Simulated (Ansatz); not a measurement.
The parent structure is TlBr in the CsCl type structure (space group Pm-3m, No. 221; a = 3.840 Å). Axes: x, y, z lie along the cube axes.

The values are results of LDA (Ansatz, a program for electronic structure), spin-orbit coupling left out, not measurements.

For the base:

| Quantity | Result |
|---|---|
| Electron mass | 0.12 mₑ along k, 0.19 mₑ across (at X) |
| Band gap | 1.37 eV |
| Hole mass | 0.16 mₑ along k, 0.39 mₑ across (at X) |

The change: a pure shear with ε_xy = ε_yx = 0.0171, atoms relaxed at fixed cell.

What happens to the energy relative to the base, electron mass, band gap and hole mass?

The energy rises by 1.4 meV/atom; the electron mass changes from 0.12 mₑ along k, 0.19 mₑ across (at X) to 0.11 mₑ along k, 0.19 mₑ across (at X); the band gap drops by 0.02 eV to 1.35 eV; the hole mass changes from 0.16 mₑ along k, 0.39 mₑ across (at X) to 0.15 mₑ along x, 0.42 mₑ along y, 0.39 mₑ along z (at X).

With Tl present, leaving out spin-orbit coupling can change the band edges. The cells carry an imposed strain or load. Effective masses come from finite differences of ±0.01 Å⁻¹. Along k means along the line from Γ to the band edge. Stability against distortions was not tested.
